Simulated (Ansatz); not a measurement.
Density of states of Si (Fd-3m) below the valence band maximum, HSE06, rigid bands (Ansatz, a program for electronic structure); cell volume 40.1 Å³.

```tsv
energy from edge (eV)	10⁻³ states/eV/cell
0.006	29.0
0.031	63.2
0.056	84.3
0.081	102
0.106	117
0.131	131
0.156	144
0.181	157
0.206	169
0.231	181
0.256	192
0.281	203
0.319	219
0.344	229
0.369	241
0.394	252
0.419	262
0.444	273
0.469	285
0.494	296
0.519	308
0.544	319
0.569	331
0.594	342
```

What effective density of states at 300 K does this give (∫ g(E) exp(−E/k_BT) dE, both spins, divided by the cell's size)?

3.4e19 cm⁻³, a density-of-states mass of 1.22 mₑ, valleys and band degeneracy included.

Spin-orbit coupling is left out; where it splits the top of the valence band, N_v and the p-type Seebeck coefficient come out somewhat high without it. Geometry: cell and atoms relaxed with PBEsol.
